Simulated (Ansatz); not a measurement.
Ansatz (a program for electronic structure), DFT, PBE, plane waves, its default PAW files: Al(100) slab of 12 layers, 2x2, O adatom, atoms displaced (Al48O), unrelaxed, 49 atoms. Basis and mesh were picked for this test and aren't claimed converged.

```
Property                                                  Result
------------------------------  --------------------------------
cell                            5.73, 5.73, 43.88 Å; 90, 90, 90°
distance to the nearest atom                      1.98 to 2.85 Å
task                                                single point
k mesh                                                     4×4×1
hamiltonian.xc                                               pbe
kind of files                                                paw
scf.occupations.method                               fermi_dirac
scf.occupations.width                                     0.2 eV
output.forces                                               true
binding of workers (--pin)                                   off
k-point pools (--kpoint-pools)                                 1
memory maximum (--max-ram)                                  8GiB
accuracy                                        medium (default)
basis.precision                                   auto (default)
basis.xc_grid                                        2 (default)
scf.eigensolver.kind                              auto (default)
scf.convergence.dr2_threshold                    1e-07 (default)
scf.lower_state_search                           light (default)
k-points after symmetry                                       10
bands at the start                                           134
electrons                                                    150
plane waves at Γ                                           28327
cutoff (eV)                                                  420
FFT grid                                               40×40×300
symmetry operations                                            1
```

Settings of this run: scf.mixing.algorithm = auto, scf.mixing.preconditioner = kerker; 4 threads.

| iteration | dr2 (eV) | Hψ |
|---|---|---|
| 1 | 8.99e1 | 8058 |
| 2 | 1.25e1 | 1554 |
| 3 | 3.26e0 | 1915 |
| 4 | 1.28e-1 | 1508 |
| 5 | 5.21e-2 | 1394 |
| 6 | 4.54e-2 | 1403 |
| 7 | 2.68e-2 | 1350 |
| 8 | 1.46e-2 | 1491 |
| 9 | 8.83e-3 | 1588 |
| 10 | 6.02e-3 | 1793 |
| 11 | 2.95e-3 | 1525 |
| 12 | 3.99e-3 | 1786 |
| 13 | 1.43e-3 | 1503 |
| 14 | 1.02e-3 | 1816 |
| 15 | 1.18e-3 | 1708 |
| 16 | 5.64e-4 | 1382 |
| 17 | 5.80e-4 | 1399 |
| 18 | 5.02e-4 | 1361 |
| 19 | 5.42e-4 | 1363 |
| 20 | 4.63e-4 | 1340 |
| 21 | 6.05e-4 | 2188 |
| 22 | 2.64e-4 | 1340 |
| 23 | 1.59e-4 | 1399 |
| 24 | 1.71e-4 | 1435 |
| 25 | 7.08e-5 | 1622 |
| 26 | 3.33e-5 | 1558 |
| 27 | 2.02e-5 | 1701 |
| 28 | 1.38e-5 | 2330 |
| 29 | 2.33e-6 | 1968 |
| 30 | 1.02e-6 | 2212 |
| 31 | 3.03e-7 | 1918 |
| 32 | 1.68e-7 | 2501 |
| 33 | 8.50e-8 | 3684 |

It converged after 33 SCF iterations (all cycles of the run, searches included).

Problem. Which change of one setting makes this cycle converge in far fewer steps?

Solution. One answer among several that fit: scf.mixing.preconditioner = auto (default) (7 SCF iterations (all cycles of the run, searches included)) or scf.mixing.preconditioner = ldos (7 SCF iterations (all cycles of the run, searches included)), all else kept. The other changes of this size gave: scf.mixing.preconditioner = local_kerker (15); scf.mixing.preconditioner = none (25); scf.mixing.preconditioner = kerker_dos (33); scf.mixing.algorithm = broyden (46). The first change moves the result by: energy under 0.001 meV/atom, forces (largest component) 0.089 meV/Å. Counts are of single runs.

Keys are those of Ansatz 0.2.
